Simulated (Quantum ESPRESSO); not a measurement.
Input and output of a self-consistent single point for Mg2Cu (Ibam, 6 atoms in the cell) (Quantum ESPRESSO).

Method of the run: LDA (PZ), GBRV 1.5 ultrasoft (LDA) pseudopotentials (plane waves; Quantum ESPRESSO).

```yaml
crystal:
  lattice:
    - [3.19527, 3.20147, 2.59491]
    - [-3.19527, 3.20147, 2.59491]
    - [-3.19527, -3.20147, 2.59491]
  atoms:
    - { symbol: Mg, position: [0.16789, 0.16416, 0.66795] }
    - { symbol: Mg, position: [0.83211, 0.83584, 0.33205] }
    - { symbol: Mg, position: [0.66789, 0.50006, 0.83205] }
    - { symbol: Mg, position: [0.33211, 0.49994, 0.16795] }
    - { symbol: Cu, position: [0.75000, 0.00000, 0.75000] }
    - { symbol: Cu, position: [0.25000, 0.00000, 0.25000] }
```

Reference input (self-consistent single point, DFT, PBEsol, plane waves, SSSP 1.1.2 efficiency (PBE) pseudopotentials): ecutwfc = 50 Ry; ecutrho = 400 Ry; occupations = smearing; smearing = fermi-dirac; degauss = 0.0073499 Ry; input_dft = pbesol; potentials = {Mg: Mg.pbe-n-kjpaw_psl.0.3.0.UPF, Cu: Cu_pbe_v1.2.uspp.F.UPF}; K_POINTS = automatic 5 5 5 0 0 0; conv_thr = 1e-10 Ry; mixing_beta = 0.3. This run's input differs from it in these lines:

```diff
@@ -20,3 +20,2 @@
     degauss = 0.0073499
-    input_dft = 'pbesol'
 /
@@ -27,4 +26,4 @@
 ATOMIC_SPECIES
-Mg    24.3050  Mg.pbe-n-kjpaw_psl.0.3.0.UPF
-Cu    63.5460  Cu_pbe_v1.2.uspp.F.UPF
+Mg    24.3050  mg_lda_v1.4.uspp.F.UPF
+Cu    63.5460  cu_lda_v1.2.uspp.F.UPF
 ATOMIC_POSITIONS crystal
```

Output (repeated stretches shortened):

```
     Self-consistent Calculation

     iteration #  1     ecut=    50.00 Ry     beta= 0.30

     total energy              =   -1305.51968397 Ry
     estimated scf accuracy    <       7.30652375 Ry

     iteration #  2     ecut=    50.00 Ry     beta= 0.30

     total energy              =   -1307.23772272 Ry
     estimated scf accuracy    <       3.86379679 Ry

     iteration #  3     ecut=    50.00 Ry     beta= 0.30

     total energy              =   -1307.18197940 Ry
     estimated scf accuracy    <       0.54509565 Ry

   [... 13 blocks of this kind left out ...]

     iteration # 17     ecut=    50.00 Ry     beta= 0.30

     total energy              =   -1307.39690807 Ry
     estimated scf accuracy    <          1.8E-10 Ry

     iteration # 18     ecut=    50.00 Ry     beta= 0.30
     End of self-consistent calculation

     the Fermi energy is     8.1098 ev

!    total energy              =   -1307.39690807 Ry
     estimated scf accuracy    <          4.3E-11 Ry
     smearing contrib. (-TS)   =      -0.00457238 Ry
     internal energy E=F+TS    =   -1307.39233569 Ry

     convergence has been achieved in  18 iterations

     Forces acting on atoms (cartesian axes, Ry/au):

     atom    1 type  1   force =     0.00331923   -0.00349891   -0.00000000
     atom    2 type  1   force =    -0.00331923    0.00349891    0.00000000
     atom    3 type  1   force =     0.00331923    0.00349891   -0.00000000
     atom    4 type  1   force =    -0.00331923   -0.00349891    0.00000000
     atom    5 type  2   force =    -0.00000000   -0.00000000   -0.00000000
     atom    6 type  2   force =     0.00000000    0.00000000    0.00000000

     Total force =     0.009646     Total SCF correction =     0.000005

          total   stress  (Ry/bohr**3)                   (kbar)     P=      -32.00
  -0.00019733  -0.00000000  -0.00000000          -29.03       -0.00       -0.00
  -0.00000000  -0.00019558   0.00000000           -0.00      -28.77        0.00
   0.00000000   0.00000000  -0.00025979            0.00        0.00      -38.22

   JOB DONE.
```

The run converged in 18 iterations. Against the reference run the pressure goes from -0.54 to -3.20 GPa and the largest force goes from 0.057 to 0.124 eV/Å.

The starting cell comes from a database of computed structures (which also holds hypothetical and non-ambient phases and stackings), without a prior relaxation at this level. Spin polarisation is off. With a pressure of about -3 GPa the cell is away from its equilibrium volume at this level.

Cost on one core of a shared machine: roughly 3 min.
